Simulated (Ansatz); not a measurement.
Take BaZrO3 in the cubic perovskite structure (space group Pm-3m, No. 221; a = 4.2272 Å) as the base. Axes: x, y, z lie along the cube axes.

The values are results of PBE (Ansatz, an electronic-structure program, PAW, no spin-orbit coupling), not measurements.

Now apply this change: an isotropic linear strain of +2.40 %; the atoms relax in the strained cell.

Q: Predict the stress tensor and what it implies for the stiffness.

A: Stress of the strained cell less that of the base (GPa, compression positive):
```
  -9.09    0.00    0.00
   0.00   -9.09    0.00
   0.00    0.00   -9.09
```

Then B = −ΔP/(ΔV/V₀) with ΔV/V₀ = 0.0737 gives secant stiffness values (nonlinear terms included at this strain): B ≈ 123 GPa.

As a check, the harmonic strain energy −½ V₀ Δσ:ε is 31 meV/atom; the computed energy rise is 34 meV/atom.

No phonon test of stability was made.
